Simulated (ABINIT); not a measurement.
Input and output of a self-consistent single point for PtS2 (P-3m1, 3 atoms in the cell) (ABINIT).

Computed with PBE, PAW (JTH v2.0 PBE PAW) (plane waves; ABINIT).

The change in words: lattice scaled by 0.98. Reference geometry:
```xyz
3
Lattice="3.5047 0.0000 0.0000 -1.7524 3.0352 0.0000 0.0000 0.0000 5.5277" Properties=species:S:1:pos:R:3 pbc="T T T"
Pt     0.0000     0.0000     0.0000
S      1.7524     1.0117     4.3097
S      0.0000     2.0235     1.2180
```

Reference input (self-consistent single point, DFT, PBE, plane waves, PAW (JTH v2.0 PBE PAW)): pseudos = [Pt.GGA_PBE-JTH.xml, S.GGA_PBE-JTH.xml]; ecut = 21 Ha; pawecutdg = 42 Ha; pawxcdev = 0; occopt = 3; tsmear = 0.05 eV; ngkpt = 6 6 3; nshiftk = 1; shiftk = 0 0 0; potentials = JTH v2.0 PBE PAW; nband = 16; kptopt = 1. This run's input differs from it in these lines:

```diff
@@ -3,6 +3,6 @@
 pseudos "Pt.GGA_PBE-JTH.xml, S.GGA_PBE-JTH.xml"
-acell 6.6229907323 6.6229907323 10.4457748484
+acell 6.4905304349 6.4905304349 10.2368599561
 rprim
-         1.0000000000    0.0000000157    0.0000000000
-        -0.5000000136    0.8660253960    0.0000000000
+         1.0000000000    0.0000000868    0.0000000000
+        -0.5000000752    0.8660253604    0.0000000000
          0.0000000000    0.0000000000    1.0000000000
@@ -14,4 +14,4 @@
          0.0000000000    0.0000000000    0.0000000000
-         1.7523678659    1.0117300957    4.3097000736
-        -0.0000000317    2.0234601365    1.2179659264
+         1.7173203104    0.9914955422    4.2235063216
+        -0.0000001721    1.9829907863    1.1936066784
       Angstrom
@@ -19,2 +19,3 @@
 pawecutdg 42 Ha
+pawovlp -1
 pawxcdev 0
```

Log, with long lists cut:

```
--- !BeginCycle
solver: {iscf: 17, nstep: 80, nline: 4, wfoptalg: 10, }
tolerances: {tolvrs: 1.00E-11, }
...

     iter   Etot(hartree)      deltaE(h)  residm     nres2
 ETOT  1  -47.631311546997    -4.763E+01 6.395E-02 2.212E+01
 ETOT  2  -47.792627327215    -1.613E-01 1.168E-02 1.851E+01
 ETOT  3  -47.678272666949     1.144E-01 5.436E-03 1.658E+00
 ETOT  4  -47.693280409691    -1.501E-02 6.132E-03 3.451E-01
 ETOT  5  -47.694197723013    -9.173E-04 5.412E-03 1.985E-01
   [... 18 lines left out ...]
 ETOT 24  -47.693912451566     3.837E-13 2.312E-05 5.263E-11
 ETOT 25  -47.693912451567    -6.324E-13 3.818E-05 3.915E-11
 ETOT 26  -47.693912451566     6.040E-13 1.924E-05 1.263E-11
 ETOT 27  -47.693912451566     2.416E-13 3.106E-05 7.814E-14
 At SCF step   27       nres2   =  7.81E-14 < tolvrs=  1.00E-11 =>converged.

 Cartesian components of stress tensor (hartree/bohr^3)
  sigma(1 1)= -7.46008552E-04  sigma(3 2)=  0.00000000E+00
  sigma(2 2)= -7.46008552E-04  sigma(3 1)=  0.00000000E+00
  sigma(3 3)= -4.68157993E-04  sigma(2 1)=  1.77606588E-13

 ----iterations are completed or convergence reached----

 reduced coordinates (array xred) for    3 atoms
       0.000000000000      0.000000000000      0.000000000000
       0.666666666667      0.333333333333      0.779660001227
       0.333333333333      0.666666666667      0.220339998773
 cartesian forces (eV/Angstrom) at end:
    1     -0.00000000000000     0.00000000000000    -0.00000000000000
    2      0.00000000000000    -0.00000000000000    -1.74759322421952
   [... lines left out ...]
 Fermi (or HOMO) energy (eV) =   7.06263   Average Vxc (eV)= -10.28377
   [... lines left out ...]
'-kT*entropy'       : -5.98823253051021E-09
total_energy        : -4.76939125328335E+01
total_energy_eV     : -1.29781736171620E+03
...

-Cartesian components of stress tensor (GPa)         [Pressure=  1.9223E+01 GPa]
- sigma(1 1)= -2.19483257E+01  sigma(3 2)=  0.00000000E+00
- sigma(2 2)= -2.19483257E+01  sigma(3 1)=  0.00000000E+00
- sigma(3 3)= -1.37736814E+01  sigma(2 1)=  5.22536534E-09

 Calculation completed.
```

The run converged in 27 iterations. Against the reference run the free energy goes up by 97.5 meV/atom, the pressure goes from 8.26 to 19.22 GPa, the largest force goes from 0.696 to 1.748 eV/Å and the gap on the mesh goes from 1.378 to 1.406 eV.

The starting cell comes from a database of computed structures (which also holds hypothetical and non-ambient phases and stackings), without a prior relaxation at this level. Its lattice was rescaled by a random factor within 2.5 % of one. For this run, on top of that: lattice scaled by 0.98. Spin-orbit coupling is off. With a pressure of about 19 GPa the cell is away from its equilibrium volume at this level. Forces in this geometry exceed 1 eV/Å.

Cost on one core of a shared machine: roughly 50 s.
